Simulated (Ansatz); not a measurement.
```yaml
crystal:
  lattice:
    - [0.00000, 2.77512, 2.77512]
    - [2.77512, 0.00000, 2.77512]
    - [2.77512, 2.77512, 0.00000]
  atoms:
    - { symbol: Be, position: [0.00000, 0.00000, 0.00000] }
    - { symbol: Te, position: [0.25000, 0.25000, 0.25000] }
```

No spin polarisation.

Calculations: Ansatz (a first-principles code) PBE, no SOC. Γ-centred 10×10×10 mesh, Fermi–Dirac width 0.05 eV.

Task: Predict the gap character.

Result: Indirect, Γ → X.

Task: Predict the pressure.

Result: 3.87 GPa.

Spin-orbit coupling, missing from the scalar runs, can matter with Te. The cells carry an imposed strain or load. Whether these cells are dynamically stable was not tested. The cell was made from BeTe in the zinc blende structure (space group F-43m, No. 216) by this change: isotropic strain −2.00 %.
